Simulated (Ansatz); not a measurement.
Consider BaS in the rock salt structure (space group Fm-3m, No. 225).

```
BaS
1.0
    0.00000     3.16573     3.16573
    3.16573     0.00000     3.16573
    3.16573     3.16573     0.00000
Ba S
1 1
Direct
  0.00000   0.00000   0.00000
  0.50000   0.50000   0.50000
```

Method: Ansatz (a first-principles code) PBEsol, spin-orbit coupling left out.

Strains are applied to the cell and any free atomic positions relax.

One change was made to it. Results:

```csv
quantity,base,after
smallest direct gap,2.13 eV,2.31 eV
energy relative to the base (free energy F),0 meV/atom,+34 meV/atom
"hole mass (degenerate bands, along [100])","0.21, 2.6, 2.6 mₑ (at Γ)","0.23, 2.6, 2.6 mₑ (at Γ)"
band gap,2.04 eV,2.17 eV
```

Question: What was done to the base?
A. isotropic strain +1.00 %
B. isotropic strain −0.50 %
C. isotropic strain +3.00 %
D. isotropic strain −2.50 %
E. isotropic strain +0.50 %

Answer: C, isotropic strain +3.00 %. For comparison, the band gap in the other runs: isotropic strain −2.50 % gives 1.89 eV; isotropic strain −0.50 % gives 2.01 eV; isotropic strain +1.00 % gives 2.09 eV; isotropic strain +0.50 % gives 2.06 eV.

Effective masses come from finite differences of ±0.01 Å⁻¹. Whether these cells are dynamically stable was not tested.
